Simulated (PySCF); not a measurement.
PySCF 2.14.0, PBE/def2-svp, df: CN1C[Si@H](C)C[SiH2]1, 20 atoms. The geometry is a generated start, not checked to be a minimum at this level.

```json
{
  "task": "energy and gradient",
  "method": "pbe",
  "basis": "def2-svp",
  "two_electron_scheme": "density fitting",
  "mol.max_memory": "7000 MB",
  "mf.init_guess": "minao (default)",
  "mf.DIIS": "CDIIS (default)",
  "mf.diis_space": "8 (default)",
  "mf.conv_tol": "1e-09 (default)",
  "basis functions (reference run)": "171",
  "grid points (reference run)": "1568792"
}
```

```xyz
20

C     -2.4481     1.1349    -0.1827
N     -1.2126     0.3538    -0.2065
C     -0.1364     1.0834     0.4855
Si     1.3308    -0.1339     0.5397
C      2.6960     0.4078    -0.5980
C      0.6299    -1.8111     0.0114
Si    -1.1786    -1.3682    -0.0762
H     -2.8822     1.1733     0.8232
H     -2.2702     2.1623    -0.5213
H     -3.1972     0.7109    -0.8619
H      0.1449     1.9933    -0.0552
H     -0.4170     1.3418     1.5138
H      1.8481    -0.2338     1.9307
H      2.3394     0.4883    -1.6293
H      3.5245    -0.3068    -0.5827
H      3.0885     1.3847    -0.3002
H      0.8432    -2.5932     0.7444
H      1.0248    -2.1056    -0.9648
H     -1.8547    -1.9588    -1.2527
H     -1.8731    -1.7231     1.1826
```

Differences are taken against the run with mf.grids.level = 8, mf.grids.prune = nwchem_prune (default); no run here is proven converged. Single runs; times are not shown.

Settings tried, all else as in the reference:
- mf.grids.level = 3 (default), mf.grids.prune = treutler_prune
- mf.grids.level = 0
- mf.grids.level = 3 (default), mf.grids.atom_grid = 75×302
- mf.grids.level = 3 (default), mf.grids.atom_grid = 99×590
- mf.grids.level = 5
- mf.grids.level = 3 (default), no pruning
- mf.grids.level = 4
- mf.grids.level = 3 (default), mf.grids.atom_grid = 50×194
- mf.grids.level = 2
- mf.grids.level = 1
- mf.grids.level = 3 (default), mf.grids.atom_grid = 35×110
- mf.grids.level = 6
- mf.grids.level = 3 (default)

Problem. Which settings reproduce the reference to 10 meV/atom in energy, 100 meV/Å in forces (largest component)?

Solution. Within it: mf.grids.level = 6; mf.grids.level = 5; mf.grids.level = 3 (default), mf.grids.atom_grid = 99×590; mf.grids.level = 4; mf.grids.level = 3 (default), mf.grids.prune = treutler_prune; mf.grids.level = 3 (default), no pruning; mf.grids.level = 3 (default); mf.grids.level = 3 (default), mf.grids.atom_grid = 75×302; mf.grids.level = 2; mf.grids.level = 3 (default), mf.grids.atom_grid = 50×194; mf.grids.level = 1; mf.grids.level = 3 (default), mf.grids.atom_grid = 35×110. Outside: mf.grids.level = 0.

```tsv
setting	grid points	energy against the reference	difference in forces (largest component)
the reference	1568792	—	—
mf.grids.level = 6	893496	under 0.001 meV/atom	0.019 meV/Å
mf.grids.level = 5	607152	under 0.001 meV/atom	0.039 meV/Å
mf.grids.level = 3 (default), mf.grids.atom_grid = 99×590	647944	under 0.001 meV/atom	0.15 meV/Å
mf.grids.level = 4	404352	under 0.001 meV/atom	0.15 meV/Å
mf.grids.level = 3 (default), mf.grids.prune = treutler_prune	205896	under 0.001 meV/atom	1.1 meV/Å
mf.grids.level = 3 (default), no pruning	378992	−0.0029 meV/atom	1.2 meV/Å
mf.grids.level = 3 (default)	236240	−0.0020 meV/atom	1.2 meV/Å
mf.grids.level = 3 (default), mf.grids.atom_grid = 75×302	291000	+0.0027 meV/atom	2.4 meV/Å
mf.grids.level = 2	149512	+0.0048 meV/atom	2.4 meV/Å
mf.grids.level = 3 (default), mf.grids.atom_grid = 50×194	132032	−0.0064 meV/atom	6.4 meV/Å
mf.grids.level = 1	70800	+0.025 meV/atom	7.4 meV/Å
mf.grids.level = 3 (default), mf.grids.atom_grid = 35×110	57552	+0.027 meV/atom	25 meV/Å
mf.grids.level = 0	16720	+180 meV/atom	110 meV/Å
```

Total energies are compared; such shifts often cancel in part in energy differences. The gradients leave out the derivatives of the grid weights. The tolerance is a choice made for this comparison.
